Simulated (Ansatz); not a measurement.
Reference: MgO (Fm-3m), PBEsol, rigid bands (plane waves, PAW, scalar-relativistic; Ansatz, an electronic-structure program); geometry: cell and atoms relaxed with PBEsol.

MgO has the cubic space group Fm-3m (No. 225), the rock salt structure, Pearson symbol cF8. Cell: a = b = c = 4.2149 Å, α = β = γ = 90.00°. Mg on 4a is surrounded by 6 O at 2.107 Å (octahedral). O on 4b is coordinated by 6 Mg at 2.107 Å (octahedral). (Neighbours: up to the widest gap in distance over summed covalent radii, below 1.35, at either atom; cation-cation and far metal-metal contacts left out.)
(The calculation used a cell of 2 atoms; values per cell refer to that cell.)

| Quantity | Value |
|---|---|
| band gap | 4.62 eV |
| electron conductivity mass | 0.35 mₑ |
| hole conductivity mass | 2.3 mₑ |
| Seebeck coefficient, n-type 1e19 cm⁻³ | -171 μV/K |

Q: Swap O for S, keeping the structure type. How do these values move?

A: MgS (Fm-3m): volume per atom 9.4 to 17.4 Å³; band gap falls (4.62 eV to 2.73 eV); electron conductivity mass stays about the same (0.35 mₑ to 0.35 mₑ); hole conductivity mass falls (2.3 mₑ to 1.00 mₑ); Seebeck coefficient, n-type 1e19 cm⁻³ rises in size (-171 μV/K to -261 μV/K).

Moves up to 5 % count as about the same. Masses are for dilute carriers at 300 K, harmonic means over directions unless an axis is named. Seebeck coefficients are for the stated density at 300 K, with one relaxation time for all states and whether or not that doping can be reached. Spin-orbit coupling is left out.
